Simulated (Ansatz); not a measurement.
For MgO (P6₃mc, No. 186, 4 atoms in the cell; start mp-549706; a measured phase of this formula has another space group), PBEsol in Ansatz (plane waves, PAW) gives:

- equilibrium lattice constant a = 3.303 Å
- lattice parameter c = 5.021 Å

Question: What does r²SCAN-D4 in Ansatz (plane waves, PAW) give for the same quantities?

Answer: 
- lattice constant a: 3.285 Å (shrinks by 0.5 %)
- lattice parameter c: 5.005 Å (drops by 0.3 %)

Changes are worked out from the printed values.

Unless a cell is named, each level is at its own relaxed cell (PBEsol 11.86, r²SCAN-D4 11.70 Å³/atom).

Caveats: a distance lies near a switch of the dispersion term, which can move the cell (r²SCAN-D4); the relaxation could not lower the start's symmetry, so the cell can be a saddle point above a distorted one (r²SCAN-D4). Ansatz's density-functional and Hartree–Fock values are scalar-relativistic unless marked +SOC, with PAW data made under PBE.

A start named mp-… is a Materials Project structure, which need not be a measured phase.

Ansatz is a quantum-chemistry and plane-wave program.
